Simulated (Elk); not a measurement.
Input and output of a self-consistent single point for AlSn (P-6m2, 2 atoms in the cell) (Elk).

Method of the run: LDA (PW92), spin-orbit coupling in second variation, all-electron FP-LAPW, Elk's shipped species files, default APW+lo basis in Elk.

```
CELL_PARAMETERS angstrom
      4.19811     0.00000     0.00000
     -2.09905     3.63567     0.00000
      0.00000     0.00000     3.30685
ATOMIC_POSITIONS crystal
  Al 0.00000 0.00000 0.00000
  Sn 0.33333 0.66667 0.50000
```

Reference input (self-consistent single point, DFT, LDA (PW92), all-electron FP-LAPW, Elk's shipped species files, default APW+lo basis): xctype = 3; rgkmax = 7; stype = 0; swidth = 0.00367493 Ha; ngridk = 7 7 8. This run's input differs from it in these lines:

```diff
@@ -6,4 +6,13 @@
 
+spinorb
+  .true.
+
 rgkmax
   7.0
+
+lmaxi
+  3
+
+nempty
+  10
```

Output (repeated stretches shortened):

```
│ Self-consistent loop started │
│ Loop number : 1 │
 total energy                :     -6417.06957734
 total moment                :  -0.5132625904E-19  0.3073582904E-19 -0.5900534680E-19
│ Loop number : 2 │
 total energy                :     -6417.09300178
 total moment                :  -0.1665472182E-19  0.7462807834E-20 -0.1518409837E-18
RMS change in Kohn-Sham potential (target) :   0.2134999730E-01 (  0.1000000000E-05)
Absolute change in total energy (target)   :   0.2342443392E-01 (  0.1000000000E-03)
│ Loop number : 3 │
 total energy                :     -6417.09387011
   [... lines left out ...]
 total energy                :     -6415.67876882
 total moment                :  -0.4407357741E-19  0.1830131688E-19 -0.6558599096E-19
RMS change in Kohn-Sham potential (target) :   0.1246002100E-06 (  0.1000000000E-05)
Absolute change in total energy (target)   :   0.2928664417E-03 (  0.1000000000E-03)
│ Loop number : 13 │
 total energy                :     -6415.67876717
 total moment                :  -0.3987704161E-19  0.2589519185E-19 -0.2565877214E-19
RMS change in Kohn-Sham potential (target) :   0.2131439675E-07 (  0.1000000000E-05)
Absolute change in total energy (target)   :   0.7486253617E-04 (  0.1000000000E-03)
Convergence targets achieved

│ Loop number : 14 │

Energies :
 Fermi                       :     0.190923802798
 xc effective B-field        :    -0.476746276637E-08
 external B-field            :      0.00000000000
 total energy                :     -6415.67876895
 (external B-field energy excluded from total)

Density of states at Fermi energy :    6.877777849
 (states/Hartree/unit cell)

Estimated indirect band gap :   0.6153743016E-02
 from k-point      1 to k-point     58
Estimated direct band gap   :   0.1116502340E-01
 at k-point     13

Charges :
 core                        :    34.00000000
 valence                     :    29.00000000
 interstitial                :    3.669369139
 muffin-tins (core leakage)
  species :    1 (Al)
   atom    1                 :    11.13088895     (  0.4891958807E-03)
  species :    2 (Sn)
   [... lines left out ...]
 muffin-tins
  species :    1 (Al)
   atom    1                 :   0.2396162851E-20 -0.4415077247E-20  0.2842814386E-20
  species :    2 (Sn)
   atom    1                 :   0.1558522762E-20 -0.1030203750E-19  0.1454629833E-19
 total in muffin-tins        :   0.3954685613E-20 -0.1471711475E-19  0.1738911271E-19
 total moment                :  -0.6945718917E-20  0.4656036092E-19 -0.2688527709E-19

│ Self-consistent loop stopped │
```

The run converged in 14 iterations. The count includes the last loop, which Elk runs after its targets are met. 

The starting cell comes from a database of computed structures (which also holds hypothetical and non-ambient phases and stackings), without a prior relaxation at this level. Values depend on the basis (sphere radii, cutoffs, local orbitals), which need not be converged. The log's line on a gap gives a spacing of levels on this mesh, which the program prints for metals too.

These are the values that this program gave, and no reference: the basis lacks p1/2 orbitals, which heavy p elements need under spin-orbit coupling.

Cost on one core of a shared machine: roughly 30 s.
